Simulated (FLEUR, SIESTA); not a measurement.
A FLEUR input for a self-consistent single point of YTi2Ga4 (I4/mmm, 7 atoms in the cell) (DFT, PBEsol, all-electron FLAPW (FLEUR), scalar-relativistic valence):

Input of the input generator:

```
Y(TiGa2)2
&input film=f /
-3.3929240000 3.3929240000 2.7404560000
3.3929240000 -3.3929240000 2.7404560000
3.3929240000 3.3929240000 -2.7404560000
1.8897261246
1.0 1.0 1.0

7
39 0.0000000000 0.0000000000 0.0000000000
22 0.7500000000 0.2500000000 0.5000000000
22 0.2500000000 0.7500000000 0.5000000000
31 0.3034900000 0.6965100000 0.0000000000
31 0.6965100000 0.3034900000 0.0000000000
31 0.6965100000 0.6965100000 0.3930200000
31 0.3034900000 0.3034900000 0.6069800000

&comp jspins=1 /
&exco xctyp='PBEs' /
&kpt div1=5 div2=5 div3=5 /
&end /
```

```xml
<?xml version="1.0" encoding="UTF-8" standalone="no"?>
<fleurInput fleurInputVersion="0.39">
   <comment>
      Y(TiGa2)2                                                                                           
   </comment>
   <calculationSetup>
      <cutoffs Kmax="4.3" Gmax="17.2" GmaxXC="17.2" numbands="0"/>
      <scfLoop itmax="100" minDistance="0.00001" maxIterBroyd="99" imix="Anderson" alpha="0.05" precondParam="0.0" spinf="2.0"/>
      <coreElectrons ctail="T" frcor="F" kcrel="0" coretail_lmax="0"/>
      <xcFunctional name="PBEs" relativisticCorrections="F"/>
      <magnetism jspins="1"/>
      <soc l_soc="F" theta="0.0" phi="0.0" spav="F"/>
      <expertModes spex="0" secvar="F"/>
      <geometryOptimization l_f="T" forcealpha="1.0" forcemix="BFGS" epsdisp="0.00001" epsforce="0.00001"/>
      <ldaU l_linMix="F" mixParam="0.05" spinf="1.0"/>
   </calculationSetup>
   <cell>
      <bzIntegration valenceElectrons="87.0" mode="gauss" fermiSmearingEnergy="0.00499791">
         <kPointListSelection listName="default-1"/>
         <!-- k-points included here -->
         <xi:include xmlns:xi="http://www.w3.org/2001/XInclude" href="kpts.xml"> </xi:include>
      </bzIntegration>
      <!-- symmetry operations included here -->
      <xi:include xmlns:xi="http://www.w3.org/2001/XInclude" href="sym.xml"> </xi:include>
      <bulkLattice scale="1.0">
         <bravaisMatrix>
            <row-1>   -6.4116971215823293     6.4116971215823293     5.1787112965168172</row-1>
            <row-2>    6.4116971215823293    -6.4116971215823293     5.1787112965168172</row-2>
            <row-3>    6.4116971215823293     6.4116971215823293    -5.1787112965168172</row-3>
         </bravaisMatrix>
      </bulkLattice>
   </cell>
   <atomSpecies>
      <species name="Yttrium (Y)" element="Y" atomicNumber="39">
         <mtSphere radius="2.68" gridPoints="925" logIncrement="0.014"/>
         <atomicCutoffs lmax="10" lnonsphr="8"/>
         <electronConfig flipSpins="F">
            <coreConfig>(1s1/2) (2s1/2) (2p1/2) (2p3/2) (3s1/2) (3p1/2) (3p3/2) (3d3/2) (3d5/2)</coreConfig>
            <valenceConfig>(4s1/2) (4p1/2) (4p3/2) (5s1/2) (4d3/2) (4d5/2)</valenceConfig>
            <stateOccupation state="(4d3/2)" spinUp="0.2" spinDown="0.2"/>
            <stateOccupation state="(4d5/2)" spinUp="0.3" spinDown="0.3"/>
         </electronConfig>
         <energyParameters s="5" p="5" d="4" f="4"/>
         <lo type="SCLO" l="0" n="4" eDeriv="0"/>
         <lo type="SCLO" l="1" n="4" eDeriv="0"/>
      </species>
      <species name="Titanium (Ti)" element="Ti" atomicNumber="22">
         <mtSphere radius="2.41" gridPoints="833" logIncrement="0.015"/>
         <atomicCutoffs lmax="10" lnonsphr="8"/>
         <electronConfig flipSpins="F">
            <coreConfig>(1s1/2) (2s1/2) (2p1/2) (2p3/2)</coreConfig>
            <valenceConfig>(3s1/2) (3p1/2) (3p3/2) (4s1/2) (3d3/2) (3d5/2)</valenceConfig>
            <stateOccupation state="(3d3/2)" spinUp="0.4" spinDown="0.4"/>
            <stateOccupation state="(3d5/2)" spinUp="0.6" spinDown="0.6"/>
         </electronConfig>
         <energyParameters s="4" p="4" d="3" f="4"/>
         <lo type="SCLO" l="0" n="3" eDeriv="0"/>
         <lo type="SCLO" l="1" n="3" eDeriv="0"/>
      </species>
      <species name="Gallium (Ga)" element="Ga" atomicNumber="31">
         <mtSphere radius="2.36" gridPoints="813" logIncrement="0.015"/>
         <atomicCutoffs lmax="10" lnonsphr="8"/>
         <electronConfig flipSpins="F">
            <coreConfig>(1s1/2) (2s1/2) (2p1/2) (2p3/2) (3s1/2) (3p1/2) (3p3/2)</coreConfig>
            <valenceConfig>(4s1/2) (3d3/2) (3d5/2) (4p1/2) (4p3/2)</valenceConfig>
            <stateOccupation state="(4p1/2)" spinUp="0.1666666666667" spinDown="0.1666666666667"/>
            <stateOccupation state="(4p3/2)" spinUp="0.3333333333333" spinDown="0.3333333333333"/>
         </electronConfig>
         <energyParameters s="4" p="4" d="3" f="4"/>
         <lo type="HELO" l="2" n="4" eDeriv="0"/>
      </species>
   </atomSpecies>
   <atomGroups>
      <atomGroup species="Yttrium (Y)">
         <relPos label="                   1">.0000000000 .0000000000 .0000000000</relPos>
         <force calculate="T" relaxXYZ="TTT"/>
      </atomGroup>
      <atomGroup species="Titanium (Ti)">
         <relPos label="                   2">-1.000/4.000 1.000/4.000 1.000/2.000</relPos>
         <relPos label="                   3">1.000/4.000 -1.000/4.000 1.000/2.000</relPos>
         <force calculate="T" relaxXYZ="TTT"/>
      </atomGroup>
      <atomGroup species="Gallium (Ga)">
         <relPos label="                   4">.3034900000 -.3034900000 .0000000000</relPos>
         <relPos label="                   5">-.3034900000 .3034900000 .0000000000</relPos>
         <relPos label="                   6">-.3034900000 -.3034900000 .3930200000</relPos>
         <relPos label="                   7">.3034900000 .3034900000 -.3930200000</relPos>
         <force calculate="T" relaxXYZ="TTT"/>
      </atomGroup>
   </atomGroups>
   <output dos="F" band="F" slice="F">
      <checks vchk="F" cdinf="F"/>
      <bandDOS minEnergy="-.5*Htr" maxEnergy="0.5*Htr" sigma="0.015" storeEVData="T"/>
      <vacuumDOS vacdos="F" integ="F" star="F" nstars="0" locx1="0.0" locy1="0.0" locx2="0.0" locy2="0.0" nstm="0" tworkf="0.0"/>
      <unfoldingBand unfoldBand="F" supercellX="1" supercellY="1" supercellZ="1"/>
      <plotting iplot="0" polar="F">
         <plot TwoD="T" vec1="  1.0  0.0  0.0" vec2="  0.0  1.0  0.0" vec3="  0.0  0.0  1.0" zero="  0.0  0.0  0.0" file="plot"/>
      </plotting>
      <chargeDensitySlicing numkpt="0" minEigenval="0.0" maxEigenval="0.0" nnne="0" pallst="F"/>
      <specialOutput eonly="F"/>
      <magneticCircularDichroism mcd="F" energyLo="-10.0" energyUp="0.0"/>
   </output>
  <!-- We include the file relax.xml here to enable relaxations (see documentation) -->
  <xi:include xmlns:xi="http://www.w3.org/2001/XInclude" href="relax.xml"> <xi:fallback/> </xi:include>
</fleurInput>
```

Q: Write the same calculation as an input for SIESTA.

A: This is the input that was run; spellings and numerical settings could be chosen otherwise.

```
# files in the folder: Y.psml Ti.psml Ga.psml (PseudoDojo PBEsol standard)
SystemName  Y(TiGa2)2
SystemLabel Y(TiGa2)2

NumberOfAtoms                7
NumberOfSpecies              3
%block ChemicalSpeciesLabel
  1 39 Y
  2 22 Ti
  3 31 Ga
%endblock ChemicalSpeciesLabel
LatticeConstant              5.525755 Ang
%block LatticeVectors
    -0.614019985    0.614019985    0.495942364
     0.614019985   -0.614019985    0.495942364
     0.614019985    0.614019985   -0.495942364
%endblock LatticeVectors
AtomicCoordinatesFormat      Ang
%block AtomicCoordinatesAndAtomicSpecies
     0.000000000    0.000000000    0.000000000  1
     0.000000000    3.392924000    1.370228000  2
     3.392924000    0.000000000    1.370228000  2
     1.333486990   -1.333486990    2.740456000  3
    -1.333486990    1.333486990    2.740456000  3
     1.333486990    1.333486990    2.740456000  3
     2.059437010    2.059437010    0.000000000  3
%endblock AtomicCoordinatesAndAtomicSpecies

XC.functional                GGA
XC.authors                   PBEsol
PAO.BasisSize                DZP
PAO.EnergyShift              0.01 Ry
MeshCutoff                   350 Ry
%block kgrid.MonkhorstPack
    5   0   0  0.0
    0   5   0  0.0
    0   0   5  0.0
%endblock kgrid.MonkhorstPack
OccupationFunction           MP
OccupationMPOrder            0
ElectronicTemperature        0.136 eV

MaxSCFIterations             150
SCF.Mixer.Method             Broyden
SCF.Mixer.Weight             0.25
SCF.Mixer.History            8
SCF.DM.Tolerance             1.0E-04
Diag.ParallelOverK           true
WriteForces                  true
```

Basis, cutoffs, solver keys and any potentials are the target program's own. This input uses DFT, GGA PBEsol, numerical atomic orbitals DZP, PseudoDojo PBEsol standard norm-conserving potentials (rewritten from UPF to PSML).

The starting cell comes from a database of computed structures (which also holds hypothetical and non-ambient phases and stackings), without a prior relaxation at this level. Its lattice was rescaled by a random factor within 2.5 % of one.
